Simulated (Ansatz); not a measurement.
Input and output of a self-consistent single point for SrAl₂ (Imm2, 6 atoms in the cell) (Ansatz, a quantum-chemistry and plane-wave program).

Computed with PBEsol, harder PAW files (source: ansatz) made with PBE (plane waves; Ansatz).

The change in words: lattice scaled by 0.98; basis.ecutwfc: 420 eV → 900 eV; hamiltonian.pseudopotentials: {kind: paw} (the program's default PAW files) → {kind: paw, source: ansatz}. Reference geometry:
```yaml
crystal:
  lattice:
    - [-2.39199, 3.94112, 3.93289]
    - [2.39199, -3.94112, 3.93289]
    - [2.39199, 3.94112, -3.93289]
  atoms:
    - { symbol: Sr, position: [0.30669, 0.55669, 0.75000] }
    - { symbol: Sr, position: [0.69967, 0.44967, 0.25000] }
    - { symbol: Al, position: [0.27083, 0.83937, 0.43146] }
    - { symbol: Al, position: [0.72917, 0.16063, 0.56854] }
    - { symbol: Al, position: [0.90791, 0.83937, 0.06854] }
    - { symbol: Al, position: [0.09209, 0.16063, 0.93146] }
```

Reference input (self-consistent single point, DFT, PBEsol, plane waves, default PAW files made with PBE): basis.ecutwfc = 420 eV; kpoints.mp_grid.grid = 5 5 5; hamiltonian.xc = pbesol; hamiltonian.pseudopotentials = {kind: paw} (the program's default PAW files); scf.occupations.method = gaussian; scf.occupations.width = 0.1 eV. This run's input differs from it in these lines:

Ansatz 0.2 input:
```diff
@@ -3,14 +3,14 @@
   lattice:
-    - [-2.391985, 3.941125, 3.932892]
-    - [2.391985, -3.941125, 3.932892]
-    - [2.391985, 3.941125, -3.932892]
+    - [-2.344145, 3.862302, 3.854234]
+    - [2.344145, -3.862302, 3.854234]
+    - [2.344145, 3.862302, -3.854234]
   atoms:
-    - { symbol: Sr, position_ang: [2.391985, 1.970562, 0.445888] }
-    - { symbol: Sr, position_ang: [0.000000, 1.970563, 3.537007] }
-    - { symbol: Al, position_ang: [2.391985, -0.540249, 2.669411] }
-    - { symbol: Al, position_ang: [-0.000000, 4.481374, 1.263481] }
-    - { symbol: Al, position_ang: [-0.000000, 0.540249, 6.602303] }
-    - { symbol: Al, position_ang: [2.391985, 3.400876, -2.669411] }
+    - { symbol: Sr, position_ang: [2.344145, 1.931151, 0.436970] }
+    - { symbol: Sr, position_ang: [0.000000, 1.931151, 3.466267] }
+    - { symbol: Al, position_ang: [2.344145, -0.529444, 2.616023] }
+    - { symbol: Al, position_ang: [-0.000000, 4.391746, 1.238211] }
+    - { symbol: Al, position_ang: [0.000000, 0.529444, 6.470257] }
+    - { symbol: Al, position_ang: [2.344145, 3.332858, -2.616023] }
 basis:
-  ecutwfc: 420.0
+  ecutwfc: 900.0
 kpoints:
@@ -22,2 +22,3 @@
     kind: paw
+    source: ansatz
 scf:
```

Output, abridged:

```
SCF iter   1: F=—  HF=-16660.119015 eV  |F-HF|=—  |Δ(HF+E_count)|=         —  Δρ=2.84e-2  dr2=1.43e0  ethr=3.10e-3  ⟨swp⟩=9.8  Hψ=5200  notcnv=0
all-band conjugate gradients solve this SCF's bands
preconditioner: auto → Kerker (q_TF=auto, 2.396 Å⁻¹)
SCF iter   2: F=—  HF=-16659.738518 eV  |F-HF|=—  |Δ(HF+E_count)|=   3.80e-1  Δρ=1.70e-2  dr2=5.69e-1  ethr=2.23e-3  ⟨swp⟩=3.0  Hψ=1488  notcnv=0  defer=40
   [... lines left out ...]
SCF iter   5: F=—  HF=-16659.519961 eV  |F-HF|=—  |Δ(HF+E_count)|=   2.88e-4  Δρ=3.17e-4  dr2=1.86e-4  ethr=4.80e-6  ⟨swp⟩=2.0  Hψ=1199  notcnv=0  defer=41
SCF iter   6: F=—  HF=-16659.519922 eV  |F-HF|=—  |Δ(HF+E_count)|=   3.91e-5  Δρ=1.01e-4  dr2=1.44e-5  ethr=2.91e-7  ⟨swp⟩=2.9  Hψ=2012  notcnv=0  defer=41
SCF iter   7: F=—  HF=-16659.520001 eV  |F-HF|=—  |Δ(HF+E_count)|=   7.91e-5  Δρ=1.74e-5  dr2=7.22e-7  ethr=2.25e-8  ⟨swp⟩=3.2  Hψ=1950  notcnv=0  defer=41
SCF iter   8: F=-16659.520001 eV  HF=-16659.520001 eV  |F-HF|=9.39e-9  |Δ(HF+E_count)|=   1.04e-7  Δρ=4.69e-6  dr2=3.38e-8  ethr=1.56e-10  ⟨swp⟩=14.1  Hψ=5848  notcnv=0
SCF 1 converged in 8 iterations: F = -16659.520001 eV  dr2 = 3.38e-8
Free energy (F): -16659.520001 eV
Internal energy: -16659.510144 eV  (E = F + TS)
E sigma→0 (E₀):  -16659.515072 eV
Entropy (-TS):   -0.009856 eV (-1.643 meV/atom)
Fermi energy:    8.815332 eV
--- Forces (eV/Å), atoms counted from 1 ---
  atom   1  Sr     0.00000000     0.00000000    -0.07811233
  atom   2  Sr     0.00000000     0.00000000    -0.10405008
  atom   3  Al     0.00000000     0.01714861     0.02142912
  atom   4  Al     0.00000000    -0.05640070     0.06964884
  atom   5  Al     0.00000000    -0.01714861     0.02142912
  atom   6  Al     0.00000000     0.05640070     0.06964884
--- Stress (GPa, compression-positive) ---
        2.544536       0.000000       0.000000
        0.000000       2.234416       0.000000
        0.000000       0.000000       2.614851
  P = ⅓ Tr σ = 2.4646 GPa (24.646 kbar)
  The stress holds the Pulay correction. Without it, at fixed plane waves, as pw.x and ABINIT print it: P = 2.4576 GPa
```

The run converged in 8 iterations. Against the reference run the pressure goes from -0.70 to 2.46 GPa and the largest force goes from 0.157 to 0.104 eV/Å.

The starting cell comes from a database of computed structures (which also holds hypothetical and non-ambient phases and stackings), without a prior relaxation at this level. Its lattice was rescaled by up to half a per cent. One atom was moved a little off its site on purpose. For this run, on top of that: lattice scaled by 0.98. Ansatz's pressure includes its estimate of the finite-basis (Pulay) stress.

Cost on one core of a shared machine: roughly 40 s.
